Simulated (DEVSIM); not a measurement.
System: abrupt Si n-p junction, at 300 K.

| layer (left to right) | material | thickness (μm) | Nd (cm⁻³) | Na (cm⁻³) | τn (s) | τp (s) |
|---|---|---|---|---|---|---|
| 1 | Si | 27.0 | 3.3e17 | - | 0.0002 | 0.0002 |
| 2 | Si | 59.0 | - | 9.4e17 | 0.0002 | 0.0002 |

Left contact: ohmic. Right contact: ohmic. Voltage is applied to the left contact. Recombination: SRH at mid-gap, radiative. Mobility is constant in doping. Where it depends on doping, it is μmin + (μ − μmin)/(1 + (N/Nref)^α).

The device is made up for the run: typed textbook-type constants, with dimensions and the other settings drawn at random. Values at 300 K; Nc and Nv go as T^1.5, mobilities as T to minus their exponent, the gap by Varshni's rule with the affinity fixed. The table also holds parameters that only a changed run uses.

```
parameter               Si
----------------  --------
gap (eV)             1.124
affinity (eV)         4.05
permittivity          11.7
Nc (cm⁻³)          2.86e19
Nv (cm⁻³)           3.1e19
μn (cm²/Vs)           1417
μp (cm²/Vs)            470
μn,min                  52
μp,min                  45
Nref,n              9.7e16
Nref,p              2.2e17
αn                    0.68
αp                    0.72
T exponent of μn       2.3
T exponent of μp       2.2
B (cm³/s)          4.7e-15
Cn (cm⁶/s)         2.8e-31
Cp (cm⁶/s)         9.9e-32
Varshni α (eV/K)  0.000473
Varshni β (K)          636
```

Simulated with DEVSIM: 1D drift-diffusion, Boltzmann statistics, complete ionisation; no tunnelling, impact ionisation, image-force lowering or self-heating.

Base results: potential step across the device at zero bias (V) 0.918; largest field in the device at zero bias (V/cm) 260000; dark forward voltage at 1 A/cm² (V) 0.740; dark forward voltage at 100 A/cm² (V) 0.867.

**Question.** What follows from this one change: thickness of layer 2 59 → 35 μm?

**Answer.** potential step across the device at zero bias little changed (0.918 V); largest field in the device at zero bias little changed (260000 V/cm); dark forward voltage at 1 A/cm² 0.740 → 0.734 V; dark forward voltage at 100 A/cm² 0.867 → 0.859 V.

**Question.** What follows from this one change: thickness of layer 1 27 → 5.4 μm?

**Answer.** potential step across the device at zero bias little changed (0.918 V); largest field in the device at zero bias little changed (260000 V/cm); dark forward voltage at 1 A/cm² 0.740 → 0.706 V; dark forward voltage at 100 A/cm² 0.867 → 0.834 V.

**Question.** What follows from this one change: doping Na of layer 2 9.4e+17 → 2.8e+18 cm^-3?

**Answer.** potential step across the device at zero bias 0.918 → 0.946 V; largest field in the device at zero bias 260000 → 290000 V/cm; dark forward voltage at 1 A/cm² 0.740 → 0.746 V; dark forward voltage at 100 A/cm² 0.867 → 0.872 V.

**Question.** What follows from this one change: doping Nd of layer 1 3.3e+17 → 9.9e+17 cm^-3?

**Answer.** potential step across the device at zero bias 0.918 → 0.947 V; largest field in the device at zero bias 260000 → 370000 V/cm; dark forward voltage at 1 A/cm² 0.740 → 0.755 V; dark forward voltage at 100 A/cm² 0.867 → 0.879 V.

**Question.** What follows from this one change: temperature 300 → 250 K?

**Answer.** potential step across the device at zero bias 0.918 → 0.976 V; largest field in the device at zero bias little changed (270000 V/cm); dark forward voltage at 1 A/cm² 0.740 → 0.823 V; dark forward voltage at 100 A/cm² 0.867 → 0.928 V.

**Question.** What follows from this one change: doping-dependent mobility in place of the constant one?

**Answer.** potential step across the device at zero bias little changed (0.918 V); largest field in the device at zero bias little changed (260000 V/cm); dark forward voltage at 1 A/cm² 0.740 → 0.764 V; dark forward voltage at 100 A/cm² 0.867 → 0.907 V.
